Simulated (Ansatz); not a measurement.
## rock-salt NbN (0 0 1) on zinc-blende InP (0 0 1) (film strained to the substrate, started from cuts of the bulks and a machine-learned relaxation; slabs In6P5 and N12Nb12, which can lie off the formulas)

A periodic stack without vacuum, rock-salt NbN (0 0 1) on zinc-blende InP (0 0 1) (film strained to the substrate, started from cuts of the bulks and a machine-learned relaxation; slabs In6P5 and N12Nb12, which can lie off the formulas): substrate slab In6P5, film N12Nb12, surface cells [[1, 0], [1, 1]] and [[0, -1], [2, 1]], film strained by -4.7 and -4.7 %, outermost planes In/In and NNb/NNb as cut, which need not be the usual terminations and can put a slab off its formula.

The start was prepared with a machine-learned potential, and the result is one local minimum, with the in-plane cell held and forces under 0.04 eV/Å; the film can end far from its bulk form.

Calculation: PBE (plane waves to 420 eV, PAW; Ansatz, a program for electronic structure). Spin–orbit coupling is left out; the runs are not spin-polarised; PBE gaps are too small against experiment. Its k-point mesh 7×7×1, Fermi–Dirac width 0.05 eV.

- interface area: 17.8 Å²
- period: 32.09 Å
- heights between the nearest atoms of the two slabs at the two interfaces: 2.40 and 2.40 Å
- In–Nb contacts across the interfaces within 1.22 times the sum of covalent radii: 8, mean 3.25 Å
- estimate of the barrier: withheld, since the Fermi level falls at or inside a band of the host, which a slab this thin can't settle

```
CELL_PARAMETERS angstrom
      4.21345    -0.00039     0.08785
     -0.00049     4.21414     0.04316
      1.37546    -0.37047    32.11969
ATOMIC_POSITIONS crystal
  In 0.02082 0.04744 0.13906
  In 0.56867 0.54703 0.04492
  In 0.92912 0.04829 0.32480
  In 0.47495 0.54787 0.23193
  In 0.83688 0.04811 0.51189
  In 0.38305 0.54872 0.41768
  P  0.04496 0.54705 0.09239
  P  0.95225 0.54792 0.27836
  P  0.49814 0.04749 0.18549
  P  0.86024 0.54815 0.46437
  P  0.40645 0.04834 0.37124
  N  0.76188 0.54478 0.66074
  N  0.26134 0.04494 0.66188
  N  0.29803 0.54502 0.58667
  N  0.78841 0.04453 0.60634
  N  0.68898 0.54583 0.80964
  N  0.19113 0.04580 0.80538
  N  0.21740 0.54533 0.75178
  N  0.71984 0.04538 0.74680
  N  0.61989 0.54703 0.95051
  N  0.10952 0.04720 0.97019
  N  0.14639 0.54655 0.89690
  N  0.64742 0.04652 0.89426
  Nb 0.26408 0.54492 0.65631
  Nb 0.75558 0.04489 0.67372
  Nb 0.79646 0.54439 0.58987
  Nb 0.29729 0.04493 0.58820
  Nb 0.18353 0.54592 0.82074
  Nb 0.68321 0.04594 0.82156
  Nb 0.72520 0.54528 0.73589
  Nb 0.22515 0.04522 0.73592
  Nb 0.11188 0.54718 0.96696
  Nb 0.61034 0.04716 0.96871
  Nb 0.65303 0.54643 0.88320
  Nb 0.14434 0.04657 0.90052
```
